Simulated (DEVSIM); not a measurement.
Structure: W/AlN/SiO2/n-Si capacitor, at 250 K.

```
layer (left to right)  material  thickness (nm)  Nd (cm⁻³)
---------------------  --------  --------------  ---------
1                           AlN            8.30          -
2                          SiO2           0.990          -
3                            Si             490     1.4e18
```

Metal gate on the left, work function 4.6 eV. Fixed charge at the semiconductor interface -1.1e11 cm⁻² (in units of +e); no interface traps.

Constants are typed, rounded textbook-type inputs, not results; the design itself was drawn at random and stands for no fabricated device. Values at 300 K; Nc and Nv go as T^1.5, mobilities as T to minus their exponent, the gap by Varshni's rule with the affinity fixed.

```
parameter         AlN  SiO2        Si
----------------  ---  ----  --------
gap (eV)          6.1     9     1.124
affinity (eV)     1.9   0.9      4.05
permittivity      8.5   3.9      11.7
Nc (cm⁻³)           -     -   2.86e19
Nv (cm⁻³)           -     -    3.1e19
Varshni α (eV/K)    -     -  0.000473
Varshni β (K)       -     -       636
```

Model (solved in DEVSIM): 1D Poisson equation in equilibrium, Boltzmann statistics, complete ionisation; no quantum confinement or tunnelling. Metal contacts follow the ideal Schottky-Mott rule: no Fermi-level pinning, no interface dipoles.

The substrate doping was swept, all else fixed.

```tsv
substrate doping (cm^-3)	minimum of the low-frequency capacitance (μF/cm²)	flat-band voltage (V)
7e16	0.0832	0.45
1.4e17	?	0.46
2.8e17	0.140	0.48
7e17	0.192	0.50
1.4e18	0.246	0.52
2.8e18	0.302	0.53
```

### Question
Fill in the missing entries.

### Answer

- 1.4e17, minimum of the low-frequency capacitance (μF/cm²): 0.105
